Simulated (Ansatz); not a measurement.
**Response to strain in GaSb**

The parent structure is GaSb in the zinc blende structure (space group F-43m, No. 216; a = 6.132 Å). Axes: x, y, z lie along the cube axes.

Strains are applied to the cell and any free atomic positions relax.

Method: r2SCAN, PAW, 500 eV (Ansatz, an electronic-structure program; no SOC).

Notes on the quantities. energy relative to the base: free energy F.

```csv
uniaxial strain ε_zz (%),energy relative to the base (meV/atom)
-3,7.2
-2.5,5.0
-2,3.2
-1.5,1.8
-1,?
-0.5,0.2
0,0.0
```

Question: Fit ΔE = Aε² + Bε³ (ε in %) to the rows shown and predict the withheld row.

Answer: Least squares on the printed values gives A = 0.800 and B = -4.1e-17 meV/atom (largest residual 0.0 meV/atom); this predicts 0.8 meV/atom, and the run gives 0.8 meV/atom, in agreement.

No phonon test of stability was made.
